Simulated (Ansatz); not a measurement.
# Ir: energy against strain

Ir (fcc, Fm-3m, 14.058 Å³/atom at rest, cube axes along x, y and z) under a strain ε along a cube axis (axis z), the other axes held. PBEsol in Ansatz, a plane-wave DFT program (PAW, default set), 420 eV, 29×29×29 Γ-centred mesh, Fermi-Dirac smearing 0.10 eV; ions are relaxed within the symmetry of each cell.

Here s stands for strain and y for E less E0.

```
strain (%)  E less E0 (meV/atom)
----------  --------------------
-1.50                       6.16
-1.00                       2.62
-0.50                       0.58
0.00                        0.00
0.50                        0.83
1.00                        3.03
1.50                        6.56
3.00                           ?
```

The 7 complete rows are fitted with a parabola, y against s. Least squares gives y = -0.001 + 0.1621·s + 2.8271·s². Residuals (row less fit): 0.043, -0.044, -0.045, 0.001, 0.043, 0.042, -0.043; standard error 0.053 (degrees of freedom: 4). Twice the quadratic coefficient over the volume, 2 × 2.8271 meV × 10⁴ × 0.1602 / 14.058 Å³, is the elastic constant C11 = 644 ± 5 GPa.

### Question
What does the fit predict for y at s = 3.00, and how far is the calculated value from it?

### Answer
y = -0.001 + 0.1621 × 3.0 + 2.8271 × 3.0² = 25.929 meV/atom. The calculation gives 24.63 meV/atom, 1.299 meV/atom below the prediction (5.3 % of the range of y in the table). The row lies outside the fitted rows, so this is an extrapolation. From the scatter of the fitted rows alone, a prediction at this place has a standard error of 0.203 meV/atom, so the miss is 6.4 times that.

One order more, fitted to all 13 runs of the series, follows each within 0.01, so the miss is the next term of a smooth law. In a metal these values are sensitive to mesh and smearing; energies are taken to zero smearing, stresses follow the free energy. Rows are the converged runs of the series near zero and its far end; series whose fitted rows scatter by over a few per cent of the range, as at a crossing or softening among them, aren't shown in this form. Most that stay on the fit to the last digits aren't either.
